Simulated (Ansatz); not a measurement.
The reference is GaN in the wurtzite structure (space group P6_3mc, No. 186; a = 3.183 Å, c = 5.185 Å). Axes: x lies along a and z along c of the hexagonal cell.

Now apply this change: the cell is stretched by 3.00 % along x with no lateral relaxation; the atoms relax in the strained cell.

All numbers come from DFT with PBEsol, PAW potentials and a 420 eV plane-wave cutoff in Ansatz (a program for electronic structure), no SOC.

### Question
Give the band edges at the high-symmetry points of the new zone, measured from its valence-band maximum.

### Answer
```tsv
point	valence edge (eV)	conduction edge (eV)
Γ	0.00	1.64
Y	-1.19	4.37
C₀	-2.69	5.07
Σ₀	-2.69	5.07
Z	-0.52	3.91
A₀	-1.42	6.20
E₀	-1.42	6.20
T	-1.83	4.09
S	-0.95	4.88
R	-1.84	4.24
```

The gap is 1.64 eV, direct at Γ.

Stability against distortions was not tested. k-point labels follow each cell's own Brillouin zone.
